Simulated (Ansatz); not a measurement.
A constructed model of the (110) surface of bcc Ta, a layer of Cu in place of the second plane (bottom of the slab: a bare face, its two planes held)

Calculation: PBE (plane waves to 420 eV, PAW; Ansatz, an electronic-structure program).

Set-up: 6 atoms, 11.3 Å thick at the start; mesh 14x14x1; 0.1 eV smearing; dipole correction on; 2 atoms held, the rest relaxed; symmetry of the start imposed; no spin, no spin-orbit, no U. In PBE it lies 0.40 eV a 1x1 cell over the lowest computed structure of the same composition (a layer of Cu in place of the third plane).

* **work function of the top face**: 5.00 eV
* **energy released by relaxation**: 0.018 eV
* **cost**: very roughly 4 core-minutes
